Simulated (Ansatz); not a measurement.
MgIn$_{2}$O$_{4}$ (Imma), PBEsol, rigid bands (Ansatz, a first-principles code): N_c = 2.46e18 cm⁻³ at 300 K and an electron conductivity mass of 0.219 mₑ along x (a = (-3.12, 3.18, 4.43) Å; b = (3.12, -3.18, 4.43) Å; c = (3.12, 3.18, -4.43) Å).

### Question
For 1e16 electrons per cm³ at 300 K, place the Fermi level, estimate the Seebeck coefficient of a parabolic band with constant τ, and give mobility and conductivity for τ = 10 fs.

### Answer
The level lies k_BT ln(N_c/n) = 0.142 eV below the conduction-band minimum. S ≈ −(k_B/e)[ln(N_c/n) + 5/2] = -690 μV/K, against -687 μV/K from the full bands (mean over directions). μ = eτ/m = 80.3 cm²/(V·s) and σ = neμ = 0.129 S/cm. τ is assumed, not computed.

Band transport and this doping are assumed; polarons and phonon drag are left out. Spin-orbit coupling is left out.

Computed structure with no diffraction record at hand here (it may be known, metastable or hypothetical): MgIn2O4 (Imma).
